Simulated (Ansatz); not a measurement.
The starting structures come from a database of crystals and need not be the phases stable at ambient conditions.

 Where the default PAW files enter, the runs use the earlier of Ansatz's two default sets.

Inside the gap of an insulator the Bloch states are evanescent, with a wavenumber k + iκ along the transport direction.

Data:

```
Cs2InNaF6
1.0
    6.27440     0.00000     0.00000
    0.00000     8.87334     0.00000
    3.13720     4.43667     3.13720
Cs Na In F
2 1 1 6
Cartesian
  3.13720   6.65501   0.00000
  3.13720   2.21834   0.00000
  0.00000   4.43667   0.00000
  0.00000   0.00000   0.00000
  1.48390   8.87334   1.48390
  1.65330   4.43667   1.65330
  4.79050   8.87334   1.48390
  4.62109   4.43667   1.65330
  0.00000   6.77480   0.00000
  0.00000   2.09854   0.00000
```

Space group of this cell: Fm-3m. The cell is taken as given.

Transport runs along the normal of the first two printed cell vectors, the (110) plane of the conventional cell.

No gap correction and no spin-orbit coupling; mid-gap values are interpolated between computed energies.

Predict the band gap and the smallest decay constant κ at mid-gap from PBEsol in Ansatz (a quantum-chemistry and plane-wave program).

Gap 5.50 eV on a 10×10×10 mesh; κ = 0.427 1/Å, at the zone centre.
